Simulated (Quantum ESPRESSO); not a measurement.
Input and output of a self-consistent single point for LiCaMg14 (P1, 16 atoms in the cell) (Quantum ESPRESSO).

Method: PBEsol, SSSP 1.1.2 efficiency (PBE) pseudopotentials (plane waves; Quantum ESPRESSO).

```xyz
16
Lattice="6.5263 0.0000 0.0000 -3.2631 5.6519 0.0000 0.0000 0.0000 10.3151" Properties=species:S:1:pos:R:3 pbc="T T T"
Li     0.0410     0.0213     5.1981
Ca    -0.0217    -0.0732    -0.0364
Mg    -1.5741     2.8382    -0.0199
Mg    -0.0204     5.6222    -0.0182
Mg     1.5497     2.8760     0.1022
Mg    -1.5960     2.8535     5.2032
Mg    -0.0044     5.5479     5.1023
Mg     1.5963     2.8321     5.1949
Mg    -1.6061     4.7267     2.6285
Mg     1.6656     4.6856     7.6753
Mg    -0.0237     1.8904     2.6329
Mg    -1.6498     4.7394     7.5856
Mg     1.5887     4.7244     2.6629
Mg     0.0712     1.8931     7.6613
Mg     3.2619     1.8734     2.5772
Mg     3.2481     1.9320     7.7407
```

Reference input (self-consistent single point, DFT, PBEsol, plane waves, SSSP 1.1.2 efficiency (PBE) pseudopotentials): ecutwfc = 40 Ry; ecutrho = 320 Ry; occupations = smearing; smearing = gauss; degauss = 0.0147 Ry; input_dft = pbesol; potentials = {Li: li_pbe_v1.4.uspp.F.UPF, Ca: Ca_pbe_v1.uspp.F.UPF, Mg: Mg.pbe-n-kjpaw_psl.0.3.0.UPF}; K_POINTS = automatic 4 4 3 0 0 0; conv_thr = 1e-08 Ry; mixing_beta = 0.5. This run's input differs from it in these lines:

```diff
@@ -11,4 +11,4 @@
     ntyp = 3,
-    ecutwfc = 40,
-    ecutrho = 320,
+    ecutwfc = 24,
+    ecutrho = 192,
     occupations = 'smearing',
```

Output, abridged:

```
     Self-consistent Calculation

     iteration #  1     ecut=    24.00 Ry     beta= 0.50

     total energy              =    -547.17466992 Ry
     estimated scf accuracy    <       0.96001844 Ry

     iteration #  2     ecut=    24.00 Ry     beta= 0.50

     total energy              =    -546.71407665 Ry
     estimated scf accuracy    <      10.70025277 Ry

     iteration #  3     ecut=    24.00 Ry     beta= 0.50

     total energy              =    -547.66287747 Ry
     estimated scf accuracy    <       0.05977072 Ry

   [... 20 blocks of this kind left out ...]

     iteration # 24     ecut=    24.00 Ry     beta= 0.50
     c_bands:  1 eigenvalues not converged

     total energy              =    -547.69115339 Ry
     estimated scf accuracy    <       0.00000006 Ry

     iteration # 25     ecut=    24.00 Ry     beta= 0.50
     End of self-consistent calculation

     the Fermi energy is     3.4915 ev

!    total energy              =    -547.69115339 Ry
     estimated scf accuracy    <          3.7E-09 Ry
     smearing contrib. (-TS)   =      -0.00719545 Ry
     internal energy E=F+TS    =    -547.68395795 Ry

     convergence has been achieved in  25 iterations

     Forces acting on atoms (cartesian axes, Ry/au):

     atom    1 type  1   force =    -0.00343313   -0.00081864   -0.00454581
     atom    2 type  2   force =     0.00360651    0.01040064    0.00540453
     atom    3 type  3   force =    -0.00161044   -0.00202628   -0.00003660
     atom    4 type  3   force =    -0.00006659    0.00100279   -0.00110308
     atom    5 type  3   force =     0.00107640   -0.00751173   -0.00698903
   [... lines left out ...]

     Total force =     0.034285     Total SCF correction =     0.000049

          total   stress  (Ry/bohr**3)                   (kbar)     P=       -8.87
  -0.00005142   0.00000406   0.00000144           -7.56        0.60        0.21
   0.00000406  -0.00007305   0.00000263            0.60      -10.75        0.39
   0.00000144   0.00000263  -0.00005643            0.21        0.39       -8.30

   JOB DONE.
```

The run converged in 25 iterations. Against the reference run the free energy rises by 8.8 meV/atom, the pressure goes from -0.49 to -0.89 GPa and the largest force hardly changes (0.388 to 0.389 eV/Å).

The starting cell comes from a database of computed structures (which also holds hypothetical and non-ambient phases and stackings), without a prior relaxation at this level. Its atoms were displaced at random from the sites of space group no. 187.

Cost on one core of a shared machine: roughly 4 min.
